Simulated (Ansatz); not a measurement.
Y on the Hf site + O vacancy (Y_Hf+V_O) in monoclinic HfO2: one set of geometries, relaxed with PBE, evaluated in Ansatz (PAW, plane waves to 420 eV, 500 eV under r2SCAN) with PBE, r2SCAN.

Cell and caveats: 96-site cell; 2×2×2 shifted k-points; start: the Hf site; O(1,3-fold) 2.15 Å away; charged states image-corrected; no spin–orbit coupling; energies good to tenths of an eV; relaxed from one start, so a lower configuration may exist; flagged in the runs: a host whose relaxation on this sampling wasn't shown to rest, a strain field that reaches the edge of the cell.

```
quantity                                                                    PBE      r2SCAN
-------------------------------------------------------------------------  ----  ----------
host gap (eV)                                                              4.04  (withheld)
ε(+1/0) above the VBM (eV)                                                 2.88  (withheld)
neutral formation energy against hcp Hf, O2 molecule in a box, hcp Y (eV)  5.53  (withheld)
largest moment on one atom at charge 0 (μB)                                0.05  (withheld)
```

### Question
Given the lower rungs, what does r2SCAN give?

### Answer

- host gap (eV), r2SCAN: 4.54
- ε(+1/0) above the VBM (eV), r2SCAN: 3.14
- neutral formation energy against hcp Hf, O2 molecule in a box, hcp Y (eV), r2SCAN: 5.94
- largest moment on one atom at charge 0 (μB), r2SCAN: 0.05

Ansatz is a first-principles code.
